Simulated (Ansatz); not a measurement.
Worked example: self-consistent single point of BaMg6B (Amm2, 16 atoms in the cell) in Ansatz (a program for electronic structure).

Level of theory: PBEsol, default PAW files made with PBE (plane waves; Ansatz).

The change in words: 1 x 2 x 1 supercell, mesh divided and rounded up; kpoints.mp_grid.grid: 8 5 5 → 8 3 5. Reference geometry:
```
CELL_PARAMETERS angstrom
      3.96097     0.00000     0.00000
      0.00000     3.14956     8.12658
      0.00000    -3.14956     8.12658
ATOMIC_POSITIONS crystal
  Ba 0.00000 0.77570 0.77570
  Mg 0.00000 0.81232 0.36168
  Mg 0.00000 0.36168 0.81232
  Mg 0.00000 0.35249 0.35249
  Mg 0.50000 0.70900 0.20524
  Mg 0.50000 0.20524 0.70900
  Mg 0.50000 0.19262 0.19262
  B  0.50000 0.59095 0.59095
```

Reference input (self-consistent single point, DFT, PBEsol, plane waves, default PAW files made with PBE): basis.ecutwfc = 420 eV; kpoints.mp_grid.grid = 8 5 5; hamiltonian.xc = pbesol; hamiltonian.pseudopotentials = {kind: paw} (the program's default PAW files); scf.occupations.method = fermi_dirac; scf.occupations.width = 0.1 eV. This run's input differs from it in these lines:

Ansatz 0.2 input:
```diff
@@ -4,13 +4,21 @@
     - [3.960970, 0.000000, 0.000000]
-    - [0.000000, 3.149560, 8.126580]
+    - [0.000000, 6.299120, 16.253160]
     - [0.000000, -3.149560, 8.126580]
   atoms:
-    - { symbol: Ba, position: [0.000000, 0.775700, 0.775700] }
-    - { symbol: Mg, position: [0.000000, 0.812320, 0.361680] }
-    - { symbol: Mg, position: [0.000000, 0.361680, 0.812320] }
-    - { symbol: Mg, position: [0.000000, 0.352490, 0.352490] }
-    - { symbol: Mg, position: [0.500000, 0.709000, 0.205240] }
-    - { symbol: Mg, position: [0.500000, 0.205240, 0.709000] }
-    - { symbol: Mg, position: [0.500000, 0.192620, 0.192620] }
-    - { symbol: B, position: [0.500000, 0.590950, 0.590950] }
+    - { symbol: Ba, position: [0.000000, 0.387850, 0.775700] }
+    - { symbol: Ba, position: [0.000000, 0.887850, 0.775700] }
+    - { symbol: Mg, position: [0.000000, 0.406160, 0.361680] }
+    - { symbol: Mg, position: [0.000000, 0.906160, 0.361680] }
+    - { symbol: Mg, position: [0.000000, 0.180840, 0.812320] }
+    - { symbol: Mg, position: [0.000000, 0.680840, 0.812320] }
+    - { symbol: Mg, position: [0.000000, 0.176245, 0.352490] }
+    - { symbol: Mg, position: [0.000000, 0.676245, 0.352490] }
+    - { symbol: Mg, position: [0.500000, 0.354500, 0.205240] }
+    - { symbol: Mg, position: [0.500000, 0.854500, 0.205240] }
+    - { symbol: Mg, position: [0.500000, 0.102620, 0.709000] }
+    - { symbol: Mg, position: [0.500000, 0.602620, 0.709000] }
+    - { symbol: Mg, position: [0.500000, 0.096310, 0.192620] }
+    - { symbol: Mg, position: [0.500000, 0.596310, 0.192620] }
+    - { symbol: B, position: [0.500000, 0.295475, 0.590950] }
+    - { symbol: B, position: [0.500000, 0.795475, 0.590950] }
 basis:
@@ -19,3 +27,3 @@
   mp_grid:
-    grid: [8, 5, 5]
+    grid: [8, 3, 5]
 hamiltonian:
```

Output (repeated stretches shortened):

```
SCF iter   1: F=—  HF=-34970.838720 eV  |F-HF|=—  |Δ(HF+E_count)|=         —  Δρ=3.07e-3  dr2=1.11e-1  ethr=1.77e-3  ⟨swp⟩=9.6  Hψ=16517  notcnv=0
all-band conjugate gradients solve this SCF's bands
preconditioner: auto → Kerker (q_TF=auto, 2.301 Å⁻¹)
SCF iter   2: F=—  HF=-34970.823298 eV  |F-HF|=—  |Δ(HF+E_count)|=   1.54e-2  Δρ=1.60e-3  dr2=4.12e-2  ethr=7.60e-5  ⟨swp⟩=1.9  Hψ=4381  notcnv=0
   [... lines left out ...]
SCF iter   5: F=—  HF=-34970.814100 eV  |F-HF|=—  |Δ(HF+E_count)|=   3.61e-5  Δρ=5.99e-5  dr2=3.23e-5  ethr=1.41e-7  ⟨swp⟩=3.0  Hψ=6969  notcnv=0
SCF iter   6: F=—  HF=-34970.814126 eV  |F-HF|=—  |Δ(HF+E_count)|=   2.65e-5  Δρ=1.41e-5  dr2=2.44e-6  ethr=2.21e-8  ⟨swp⟩=2.0  Hψ=4165  notcnv=0
SCF iter   7: F=—  HF=-34970.814126 eV  |F-HF|=—  |Δ(HF+E_count)|=   5.71e-7  Δρ=3.14e-6  dr2=1.05e-7  ethr=1.67e-9  ⟨swp⟩=2.0  Hψ=4151  notcnv=0
SCF iter   8: F=-34970.814126 eV  HF=-34970.814126 eV  |F-HF|=2.18e-9  |Δ(HF+E_count)|=   2.19e-8  Δρ=9.22e-7  dr2=4.23e-9  ethr=6.85e-11  ⟨swp⟩=8.0  Hψ=15613  notcnv=0
SCF 1 converged in 8 iterations: F = -34970.814126 eV  dr2 = 4.23e-9
Free energy (F): -34970.814126 eV
Internal energy: -34970.559384 eV  (E = F + TS)
E sigma→0 (E₀):  -34970.686755 eV
Entropy (-TS):   -0.254742 eV (-15.921 meV/atom)
Fermi energy:    5.745281 eV
--- Forces (eV/Å), atoms counted from 1 ---
  atom   1  Ba    -0.00000000    -0.00067920    -0.04275092
  atom   2  Ba    -0.00000000    -0.00067920    -0.04275092
  atom   3  Mg     0.00000000     0.04319562     0.03419437
  atom   4  Mg     0.00000000     0.04319562     0.03419437
  atom   5  Mg    -0.00000000    -0.04358319     0.03617591
  atom   6  Mg    -0.00000000    -0.04358319     0.03617591
  atom   7  Mg    -0.00000000    -0.00046740    -0.07121864
  atom   8  Mg    -0.00000000    -0.00046740    -0.07121864
   [... lines left out ...]
  atom  16  B     -0.00000000     0.00081508    -0.01601596
--- Stress (GPa, compression-positive) ---
       -0.912673      -0.000000      -0.000000
       -0.000000      -1.159622       0.015252
       -0.000000       0.015252      -1.068445
  P = ⅓ Tr σ = -1.0469 GPa (-10.469 kbar)
  The stress holds the Pulay correction. Without it, at fixed plane waves, as pw.x and ABINIT print it: P = -1.0577 GPa
```

The run converged in 8 iterations. Against the reference run the free energy stays essentially unchanged (within 1 meV/atom), the pressure hardly changes (-1.03 to -1.05 GPa) and the largest force goes from 0.077 to 0.071 eV/Å.

The starting cell comes from a database of computed structures (which also holds hypothetical and non-ambient phases and stackings), without a prior relaxation at this level. Ansatz's pressure includes its estimate of the finite-basis (Pulay) stress.

Cost on one core of a shared machine: roughly 70 s.
